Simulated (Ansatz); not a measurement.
**Carrier properties of SiO₂ under load (space group P3_121)**

Data:

```yaml
crystal:
  lattice:
    - [4.74025, 0.00000, 0.00000]
    - [-2.37013, 4.10518, 0.00000]
    - [0.00000, 0.00000, 5.29193]
  atoms:
    - { symbol: Si, position: [0.54629, 0.54629, 0.00000] }
    - { symbol: Si, position: [0.45371, 0.00000, 0.33333] }
    - { symbol: Si, position: [0.00000, 0.45371, 0.66667] }
    - { symbol: O, position: [0.29353, 0.40239, 0.76515] }
    - { symbol: O, position: [0.59761, 0.89114, 0.09848] }
    - { symbol: O, position: [0.10886, 0.70647, 0.43181] }
    - { symbol: O, position: [0.40239, 0.29353, 0.23485] }
    - { symbol: O, position: [0.89114, 0.59761, 0.90152] }
    - { symbol: O, position: [0.70647, 0.10886, 0.56819] }
```

The numbers are results of PBEsol, rigid bands (plane waves, PAW, scalar-relativistic; Ansatz, a quantum-chemistry and plane-wave program), not measurements. Condition of this run: hydrostatic pressure 5 GPa (the target of the relaxation). Cell: cell and atoms relaxed with PBEsol, then loaded as said.

band gap: 6.04 eV
electron conductivity mass (300 K, dilute): 0.49 (x), 0.49 (y), 0.48 (z) mₑ
hole conductivity mass (300 K, dilute): 12.0 (x), 12.0 (y), 2.7 (z) mₑ
effective density of states N_c (300 K): 8.2e18 cm⁻³
effective density of states N_v (300 K): 1.4e21 cm⁻³
density-of-states mass, electrons: 0.47 mₑ
density-of-states mass, holes: 14.7 mₑ
Seebeck coefficient, n-type 1e19 cm⁻³, 300 K: -208 μV/K
best n-type power factor at 300 K for τ = 10 fs (best axis; densities from 1e16 to 1e21 cm⁻³ tried, whether or not they can be reached): 2.9 μW/(cm·K²) at 3e19 cm⁻³
Seebeck coefficient, p-type 1e19 cm⁻³, 300 K: 629 μV/K

Rigid bands; masses and Seebeck coefficients take one relaxation time τ for all states and one kind of carrier; polarons and phonon drag are left out. Spin-orbit coupling is left out; where it splits the top of the valence band, N_v and the p-type Seebeck coefficient come out somewhat high without it.
